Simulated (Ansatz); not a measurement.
A computed series for hypothetical cubic perovskite CaTiSe3: response to strain

Take CaTiSe$_{3}$ in the cubic perovskite structure (space group Pm-3m, No. 221; a = 4.991 Å; a hypothetical phase, not in the database extracts checked) as the base. Axes: x, y, z lie along the cube axes.

Strains are applied to the cell and any free atomic positions relax; under biaxial strain the out-of-plane vector relaxes too.

Level of theory: PBE (Ansatz, an electronic-structure program), no SOC.

Notes on the quantities. pressure: mean of the normal stresses, compression positive.

| change | pressure | shortest interatomic distance |
|---|---|---|
| base | 0.0 GPa | 2.495 Å |
| biaxial strain +0.62 %, plane normal [001], relaxed out of plane | -0.4 GPa | 2.479 Å |
| biaxial strain −2.25 %, plane normal [111], relaxed out of plane | 1.2 GPa | 2.481 Å |
| uniaxial strain ε_xx = −2.31 % | 1.6 GPa | 2.438 Å |
| tensor shear ε_xz = +1.48 % | 0.0 GPa | 2.495 Å |

Without a gap, meshes like the base's 9×9×9 leave anisotropic stresses uncertain by several tenths of a GPa, and small strain energies with them. Whether these cells are dynamically stable was not tested. The final runs are not spin-polarised. Many cubic perovskites are stable only at high temperature; tilts and polar distortions were not tested. CaTiSe3 has a high density of states at the Fermi level and may be magnetic at this level.
